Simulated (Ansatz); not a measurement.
An Ansatz (a program for electronic structure) input (plane-wave PAW DFT at the PBEsol level (Ansatz, 420 eV), no SOC):

Ansatz 0.2 input:
```yaml
crystal:
  lattice:
    - [-1.5771488218, 1.5771488218, 1.5771488218]
    - [1.5771488218, -1.5771488218, 1.5771488218]
    - [1.5771488218, 1.5771488218, -1.5771488218]
  atoms:
    - { symbol: W, position: [0, 0, 0] }
basis: { ecutwfc: 420, ecutrho_ratio: 4, xc_grid: 2, fft_grid_basis: typed }
kpoints: { mp_grid: { grid: [21, 21, 21] } }
hamiltonian:
  xc: pbesol
  dispersion: none
  pseudopotentials: { kind: paw }
scf: { occupations: { method: fermi_dirac, width: 0.05 }, convergence: { dr2_threshold: 0.0000000001 } }
output: { forces: true, stress: true }
checkpoint: { write: state.ck, write_every: 1000 }
```

### Question
Which symmetry and how many k-points will the program report, and about how many plane waves at Γ?

### Answer
Space group Im-3m (ITA 229) with 48 operations, k-points 286 of 9261, and 321 plane waves at Γ.

No phonon test of stability was made. The final runs are not spin-polarised. The cell was made from Ta by this change: Ta → W.
